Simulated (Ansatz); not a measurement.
Input:

End structure of the (111)B surface of zinc-blende ZnS, S-terminated, 2x2 with 3 H on 4 top atoms (bottom of the slab: 2 H on 4 bottom sites):

```
CELL_PARAMETERS angstrom
      7.69839     0.00000     0.00000
     -3.84919     6.66700     0.00000
      0.00000     0.00000    29.50000
ATOMIC_POSITIONS crystal
  Zn 0.34366 0.15634 0.31790
  Zn 0.83046 0.16956 0.34753
  Zn 0.33044 0.66954 0.34753
  Zn 0.84364 0.65636 0.31793
  S  0.17230 0.32770 0.35563
  S  0.66254 0.33736 0.35672
  S  0.16264 0.83746 0.35672
  S  0.67227 0.82773 0.35562
  Zn 0.16667 0.33333 0.43630
  Zn 0.66667 0.33333 0.43630
  Zn 0.16667 0.83333 0.43630
  Zn 0.66667 0.83333 0.43630
  S  0.00000 0.00000 0.46293
  S  0.50000 0.00000 0.46293
  S  0.00000 0.50000 0.46293
  S  0.50000 0.50000 0.46293
  Zn 0.99741 0.99860 0.54215
  Zn 0.50151 0.99849 0.54218
  Zn 0.00015 0.49985 0.54311
  Zn 0.50140 0.50259 0.54215
  S  0.33348 0.16652 0.56871
  S  0.83282 0.16536 0.57105
  S  0.33464 0.66718 0.57105
  S  0.83286 0.66714 0.57101
  Zn 0.33361 0.16639 0.64693
  Zn 0.81623 0.13190 0.65003
  Zn 0.36810 0.68377 0.65003
  Zn 0.81605 0.68395 0.65001
  S  0.16533 0.33467 0.67292
  S  0.67002 0.33479 0.67296
  S  0.16521 0.82998 0.67296
  S  0.66675 0.83325 0.68839
  H  0.33616 0.16384 0.26574
  H  0.83619 0.66381 0.26577
  H  0.17448 0.32552 0.71896
  H  0.65190 0.32525 0.71901
  H  0.17475 0.84810 0.71901
```

Set-up: 37 atoms, 13.2 Å thick at the start with caps and adatoms (thin: gaps and levels are the slab's own); mesh 3x3x1; 0.025 eV smearing; dipole correction on; 8 atoms held, the rest relaxed; held to the start's symmetry, so lower structures may exist; spin-polarised, no spin-orbit, no U. The slab shows no gap over 0.04 eV on its mesh. The starting moment vanished. It is one candidate, not shown to be the stable structure of the face.

Task: What is the computed work function of the top face (PBE run with Ansatz, a first-principles code)?

Result: 1.97 eV
